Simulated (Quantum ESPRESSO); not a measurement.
Quantum ESPRESSO run on PtAl2 (Fm-3m, 3 atoms in the cell): self-consistent single point.

Computed with PBE, PSlibrary PAW (PBE) pseudopotentials (plane waves; Quantum ESPRESSO).

```
CELL_PARAMETERS angstrom
      0.00000     3.02119     3.02119
      3.02119     0.00000     3.02119
      3.02119     3.02119     0.00000
ATOMIC_POSITIONS crystal
  Al 0.25000 0.25000 0.25000
  Al 0.75000 0.75000 0.75000
  Pt 0.00000 0.00000 0.00000
```

Reference input (self-consistent single point, DFT, PBE, plane waves, PSlibrary PAW (PBE) pseudopotentials): ecutwfc = 45 Ry; ecutrho = 450 Ry; occupations = smearing; smearing = fd; degauss = 0.0099958 Ry; potentials = {Al: Al.pbe-n-kjpaw_psl.1.0.0.UPF, Pt: Pt.pbe-n-kjpaw_psl.1.0.0.UPF}; K_POINTS = automatic 13 13 13 0 0 0; conv_thr = 1e-11 Ry; mixing_beta = 0.3. This run's input differs from it in these lines:

```diff
@@ -35,3 +35,3 @@
 K_POINTS automatic
-13 13 13  0 0 0
+5 5 5  0 0 0
```

Output, abridged:

```
     Self-consistent Calculation

     iteration #  1     ecut=    45.00 Ry     beta= 0.30

     Threshold (ethr) on eigenvalues was too large:
     Diagonalizing with lowered threshold

     total energy              =    -826.48040143 Ry
     estimated scf accuracy    <       0.12463268 Ry

     iteration #  2     ecut=    45.00 Ry     beta= 0.30

     total energy              =    -826.49687864 Ry
     estimated scf accuracy    <       0.02036164 Ry

     iteration #  3     ecut=    45.00 Ry     beta= 0.30

     total energy              =    -826.49645638 Ry
     estimated scf accuracy    <       0.00933399 Ry

   [... 19 blocks of this kind left out ...]

     iteration # 23     ecut=    45.00 Ry     beta= 0.30

     total energy              =    -826.49785992 Ry
     estimated scf accuracy    <          1.4E-10 Ry

     iteration # 24     ecut=    45.00 Ry     beta= 0.30
     End of self-consistent calculation

     the Fermi energy is     8.9085 ev

!    total energy              =    -826.49785992 Ry
     estimated scf accuracy    <          7.0E-13 Ry
     smearing contrib. (-TS)   =      -0.00709849 Ry
     internal energy E=F+TS    =    -826.49076143 Ry

     convergence has been achieved in  24 iterations

     Forces acting on atoms (cartesian axes, Ry/au):

     atom    1 type  1   force =     0.00000000    0.00000000    0.00000000
   [... zero for the other atoms too ...]

     Total force =     0.000000     Total SCF correction =     0.000000

          total   stress  (Ry/bohr**3)                   (kbar)     P=      -52.70
  -0.00035823  -0.00000000  -0.00000000          -52.70       -0.00       -0.00
  -0.00000000  -0.00035823  -0.00000000           -0.00      -52.70       -0.00
  -0.00000000  -0.00000000  -0.00035823           -0.00       -0.00      -52.70

   JOB DONE.
```

The run converged in 24 iterations. Against the reference run the free energy goes up by 11.8 meV/atom and the pressure goes from -5.63 to -5.27 GPa.

The starting cell has typed, rounded lattice constants, without a prior relaxation at this level. Its lattice was rescaled by a random factor within 2.5 % of one. Spin polarisation is off. With a pressure of about -5 GPa the cell is away from its equilibrium volume at this level.

Cost on one core of a shared machine: roughly 90 s.
